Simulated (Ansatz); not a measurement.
**Effect of isotropic strain −1.57 % on TaS2**

The reference is TaS₂ in the CdI2 type structure (space group P-3m1, No. 164; a = 3.3288 Å, c = 5.7855 Å; layered, stacked along the Cartesian z axis).

It is then changed as follows: an isotropic linear strain of −1.57 %, atoms relaxed at fixed cell.

All numbers come from Kohn–Sham DFT with the PBE-D3(BJ) functional, run in Ansatz (a quantum-chemistry and plane-wave program) with PAW and 420 eV plane waves, without spin-orbit coupling. k-mesh 16×16×8 (Γ-centred); smearing 0.05 eV (Fermi–Dirac).

Volume per atom: 17.65 Å³ (base 18.51 Å³)
Space group: P-3m1 (No. 164) (base P-3m1 (No. 164))
Shortest interatomic distance: 2.454 Å (base 2.466 Å)
Energy relative to the base (free energy F): +8.0 meV/atom
Band gap: zero (base zero)

Final structure:

```yaml
crystal:
  lattice:
    - [3.27656, 0.00000, 0.00000]
    - [-1.63828, 2.83759, 0.00000]
    - [0.00000, 0.00000, 5.69465]
  atoms:
    - { symbol: Ta, position: [0.00000, 0.00000, 0.00000] }
    - { symbol: S, position: [0.33333, 0.66667, 0.27444] }
    - { symbol: S, position: [0.66667, 0.33333, 0.72556] }
```

Cost of the whole job for the changed cell (relaxation, final SCF and bands): very roughly 70 core-seconds.

Stability against distortions was not tested. The final runs are not spin-polarised. An odd electron count without spin: TaS2.
